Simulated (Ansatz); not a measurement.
System: L1₂ (Cu3Au-type) Ni3Si. Method: LC-ωPBE in Ansatz (plane waves, PAW).

Run with plane-wave cutoff 460 eV, 8×8×8 k mesh, Fermi–Dirac smearing 0.05 eV, no spin polarisation, scalar-relativistic PAW data made under PBE.

Energies at three volumes about the minimum:

| V (Å³/atom) | E − E_lowest (meV/atom) |
|---|---|
| 9.722 | 4.98 |
| 9.874 | 0.00 |
| 10.221 | 4.48 |

### Question
Fit a parabola by hand: where is the minimum, what lattice constant follows, and what is the bulk modulus?

### Answer
Slopes: (0.00 − 4.98)/(9.874 − 9.722) = -32.763 and (4.48 − 0.00)/(10.221 − 9.874) = 12.911 meV/Å³. Curvature E″ = 2 × (12.911 − (-32.763))/(10.221 − 9.722) = 183.062 meV/Å⁶. From the middle of the first interval, the slope vanishes at V0 = 9.7980 − (-32.763)/183.062 = 9.977 Å³/atom. B = V0 E″ = 9.977 × 183.062 meV/Å³ × 0.1602 GPa per meV/Å³ = 293 GPa. With 4 atoms in the cube, a = (4 × 9.977)^(1/3) = 3.417 Å. The full Birch–Murnaghan fit to all volumes gives V0 = 9.971 Å³/atom and B0 = 287 GPa.

Measured, for comparison: lattice constant a 3.510 Å (temperature not stated, not corrected to a static lattice; as tabulated in Metallic Nickel Silicides: Experiments and Theory for NiSi and First Principles …).

Note: the run has no spin polarisation, so it can have missed a magnetic state.

Ansatz is an electronic-structure program.
